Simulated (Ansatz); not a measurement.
Structures of equal composition on the (110) surface of bcc Ta: a layer of Rh in place of the second plane; a layer of Rh in place of the third plane. The slabs share one bottom face, and each structure is named by its start. These are constructed structures in small cells; real faces may alloy, dewet or reconstruct in larger ones, and not all known structures of the face are among them. Slabs of about 11 Å with all that they carry, Fermi-Dirac smearing of 0.1 eV. Bottom of the slabs: a bare face, its two planes held. Relaxed from the named starts with such symmetry as they have, on meshes of like density; energies extrapolated to zero smearing; no spin-orbit coupling, no U. Spin-polarised runs, if any, are marked in brackets, and their order is one that fits the cell; the others ran without spin.

Level of theory: PBE (plane waves to 420 eV, PAW; Ansatz, an electronic-structure program).

### Question
Order them by energy per 1x1 cell (lowest first) at the level PBE.

### Answer
a layer of Rh in place of the third plane (0.000 eV), a layer of Rh in place of the second plane (0.290 eV)
